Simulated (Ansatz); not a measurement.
# HfSiO4: pressure 0.3 GPa

Take HfSiO₄ (space group I4_1/amd, No. 141; a = 6.582 Å, c = 5.971 Å) as the base.

Now apply this change: a hydrostatic pressure of 0.3 GPa.

Method: r2SCAN/PAW in Ansatz (a quantum-chemistry and plane-wave program), scalar-relativistic without spin-orbit coupling. Γ-centred 6×6×6 mesh, Fermi–Dirac width 0.05 eV.

The volume per atom stays essentially unchanged (10.78 Å³ against 10.77 Å³) and the density hardly moves (6.95 g/cm³ against 6.96 g/cm³). The lattice parameter a decreases by 0.3 pm (658.2 pm → 657.9 pm) and the c/a ratio stays 0.907. The shortest interatomic distance is nearly the same (162.3 pm against 162.2 pm) and the enthalpy H = E + PV relative to the base's energy amounts to +0.02 eV/atom. The band gap is nearly the same (6.01 eV against 6.02 eV) (an upper bound: an edge found on the path is not a true extremum; both cells).

Final structure:

```
HfSiO4
1.0
   -3.28934     3.28934     2.98494
    3.28934    -3.28934     2.98494
    3.28934     3.28934    -2.98494
O Si Hf
8 2 2
Direct
  0.13521   0.31987   0.81534
  0.61479   0.93013   0.68466
  0.24548   0.93013   0.31534
  0.50452   0.31987   0.18466
  0.68013   0.86479   0.18466
  0.06987   0.75452   0.68466
  0.06987   0.38521   0.31534
  0.68013   0.49548   0.81534
  0.50000   0.50000   0.00000
  0.25000   0.75000   0.50000
  0.75000   0.25000   0.50000
  0.00000   0.00000   0.00000
```

Spin-orbit coupling, missing from the scalar runs, can matter with Hf. Load acts through the strain it causes; cell and atoms are relaxed under it. Whether these cells are dynamically stable was not tested.
